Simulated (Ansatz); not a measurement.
C11b MoSi2 was calculated with HSE06 (Ansatz, a first-principles code, PAW).

The run printed, among other lines:

```
WARN output.stress: scf.exx.energy_threshold = 1e-6 eV is looser than the 3e-8 eV advised for a stress under a hybrid functional (1e-8 eV for each atom of the …
Crystal: 3 atoms, lattice volume = 40.342 Å³
Basis set: ecut = 460 eV, 897 PW (Γ), exchange–correlation on 64×64×64 points (8 copies of the dense FFT grid, shifted against one another)
Bands: 15, of which v1, the nominal top of the filled ones, is band 11 counted from 1 (10 counted from 0)
Symmetry: 16 space group operations
Space group: I4/mmm (ITA 139), of the structure as read, at distance tolerance 3.4e-5 Å
k-points: 163 of 1728
SCF iter   1: F=—  HF=-6229.122580 eV  |F-HF|=—  |Δ(HF+E_count)|=         —  Δρ=4.64e-3  dr2=8.50e-3
SCF iter   2: F=—  HF=-6229.121670 eV  |F-HF|=—  |Δ(HF+E_count)|=   9.10e-4  Δρ=2.35e-3  dr2=1.92e-3
  ...
SCF 1 converged in 8 iterations: F = -6229.121365 eV  dr2 = 7.03e-12
Crystal: 3 atoms, lattice volume = 40.342 Å³
Initial density: handed on by an earlier stage of this run
Crystal: 3 atoms, lattice volume = 40.342 Å³
SCF iter   5: F=—  HF=-6232.171328 eV  |F-HF|=—  |Δ(HF+E_count)|=   4.32e-9  Δρ=1.53e-6  dr2=1.15e-9
SCF iter   6: F=-6232.171328 eV  HF=-6232.171328 eV  |F-HF|=9.09e-13  |Δ(HF+E_count)|=  2.66e-10  Δρ=1.93e-7  dr2=1.99e-11
SCF 3 converged in 6 iterations: F = -6232.171328 eV  dr2 = 1.99e-11
Free energy (F): -6232.171328 eV
Internal energy: -6232.170214 eV  (E = F + TS)
E sigma→0 (E₀):  -6232.170771 eV
Fermi energy:    15.836458 eV
--- Forces (eV/Å), atoms counted from 1 ---
  atom   1  Si    -0.00000000     0.00000000    -0.17697842
  atom   2  Si     0.00000000     0.00000000     0.17697842
  atom   3  Mo    -0.00000000     0.00000000     0.00000000
--- Stress (GPa, compression-positive) ---
       -3.302985       0.000000      -0.000000
        0.000000      -3.302985      -0.000000
       -0.000000       0.000000      -4.559635
  P = ⅓ Tr σ = -3.7219 GPa (-37.219 kbar)
```

Q: Write an input file that could have produced this run (the log leaves some choices open).

A: This is not unique; one that fits is 
Ansatz 0.2 input:
```yaml
crystal:
  lattice:
    - [-1.6032, 1.6032, 3.9239]
    - [1.6032, -1.6032, 3.9239]
    - [1.6032, 1.6032, -3.9239]
  atoms:
    - { symbol: Si, position: [0.6647, 0.6647, 0.0] }
    - { symbol: Si, position: [0.3353, 0.3353, 0.0] }
    - { symbol: Mo, position: [0.0, 0.0, 0.0] }
basis:
  ecutwfc: 460
  ecutrho_ratio: 4
  xc_grid: 2
kpoints:
  mp_grid: { grid: [12, 12, 12] }
hamiltonian:
  xc: hse06
  dispersion: none
  pseudopotentials: { kind: paw }
scf:
  occupations: { method: fermi_dirac, width: 0.05 }
  convergence: { dr2_threshold: 0.0000000003 }
output:
  forces: true
  stress: true
  eigenvalues: true
```

The PAW data were made under PBE.

Note: the run has no spin polarisation, so it can have missed a magnetic state. Note: the run warned that the count of filled bands differs between k points. Note: cell and atoms aren't relaxed at this level (largest force component 0.18 eV/Å, pressure -3.7 GPa).
